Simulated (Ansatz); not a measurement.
Worked example: relaxation of the atoms of Cs₂RbCuF₆ (Fm-3m, 10 atoms in the cell) in Ansatz (a quantum-chemistry and plane-wave program).

Method of the run: PBEsol, default PAW files made with PBE (plane waves; Ansatz).

```
Cs2RbCuF6
1.0
    0.00000     4.64252     4.64252
    4.64252     0.00000     4.64252
    4.64252     4.64252     0.00000
Cs Rb Cu F
2 1 1 6
Direct
  0.25000   0.25000   0.25000
  0.75000   0.75000   0.75000
  0.50000   0.50000   0.50000
  0.00000   0.00000   0.00000
  0.79066   0.20934   0.20934
  0.20934   0.79066   0.79066
  0.20934   0.79066   0.20934
  0.79066   0.20934   0.79066
  0.20934   0.20934   0.79066
  0.79066   0.79066   0.20934
```
Moments meant for the start (each program seeds them in its own way; μB, in the order of the atoms Cs Cs Rb Cu F F F F F F): 0.0 0.0 0.0 1.0 0.0 0.0 0.0 0.0 0.0 0.0.

Reference input (self-consistent single point, DFT, PBEsol, plane waves, default PAW files made with PBE): kpoints.mp_grid.grid = 4 4 4; hamiltonian.xc = pbesol; hamiltonian.pseudopotentials = {kind: paw} (the program's default PAW files); magnetization.spin_polarized = true; scf.occupations.method = gaussian; scf.occupations.width = 0.01 eV. This run's input differs from it in these lines:

```diff
@@ -30,2 +30,3 @@
     width: 0.01 eV
+relax: {}
 output:
```

Output, abridged:

```
   [... SCF lines of the steps left out ...]
relax step   1: F+E_penalty+E_count = -25786.15227900 eV  Δ(F+E_penalty+E_count) = +0.000e0 eV  max|allowed force component| = 2.743e-1 eV/Å  Δτ_max = 0.0000 Å  (16 SCF iters, dr2 threshold 2.50e-6 eV, accepted)
relax step   2: F+E_penalty+E_count = -25786.16485028 eV  Δ(F+E_penalty+E_count) = -1.257e-2 eV  max|allowed force component| = 1.412e-1 eV/Å  Δτ_max = 0.0101 Å  (6 SCF iters, dr2 threshold 4.70e-6 eV, accepted)
relax step   3: F+E_penalty+E_count = -25786.16918465 eV  Δ(F+E_penalty+E_count) = -4.334e-3 eV  max|allowed force component| = 4.262e-3 eV/Å  Δτ_max = 0.0105 Å  (6 SCF iters, dr2 threshold 1.25e-6 eV, accepted)
relax step   4: F+E_penalty+E_count = -25786.16918462 eV  Δ(F+E_penalty+E_count) = +2.991e-8 eV  max|allowed force component| = 4.222e-3 eV/Å  Δτ_max = 0.0000 Å  (3 SCF iters, accepted)
the relaxation is at rest under the 48 symmetry operations that the run kept from its start: a minimum is not shown …
the relaxation's final electronic state is not compared with the one that a single-point calculation of its input finds at the relaxed geometry …
Stability not checked: this state was not tested for a lower state beside it, because too few of the mixer's solves of this state at the end of the SCF gave a …
Magnetization: 2.0000 μB (45.0000 up, 43.0000 down)
   [... lines left out ...]
Absolute magnetization: 2.1215 μB (∫|ρ↑−ρ↓|, with the PAW one-centre terms)
Free energy (F): -25786.169185 eV
Fermi energy:    3.580614 eV
   [... lines left out ...]
    - { symbol: F, position: [0.20712964243702925, 0.7928703575629708, 0.20712964243702925] }
    - { symbol: F, position: [0.7928703575629706, 0.20712964243702936, 0.7928703575629705] }
    - { symbol: F, position: [0.20712964243702922, 0.20712964243702922, 0.7928703575629708] }
    - { symbol: F, position: [0.7928703575629706, 0.7928703575629706, 0.20712964243702936] }
```

The run converged.  The full log also holds: “iter 2 did not close the SCF: its close was put off for a magnetic moment that had not settled (scf_convergence_deferred on its scf_iter line)”.

Summary of the result:
- Free energy E − TS (on the zero of these files): -25786.1692 eV
- Top of the valence band (on the code's own zero): 3.02 eV
- Gap on the k-point mesh: 1.12 eV
- Pressure: -1.98 GPa
- Largest force (vector length): 0.004 eV/Å
- Size of the cell's spin moment: 2.00 μB
- Relaxation steps: 4

The starting cell comes from a database of computed structures (which also holds hypothetical and non-ambient phases and stackings), without a prior relaxation at this level. Its lattice was rescaled by a random factor within 2.5 % of one. With one magnetic atom in the cell only a parallel order is possible. The relaxation keeps the symmetry of its start, so its end need not be a minimum. Ansatz's pressure includes its estimate of the finite-basis (Pulay) stress.

Cost on one core of a shared machine: roughly 50 s.

Keys are those of Ansatz 0.2.
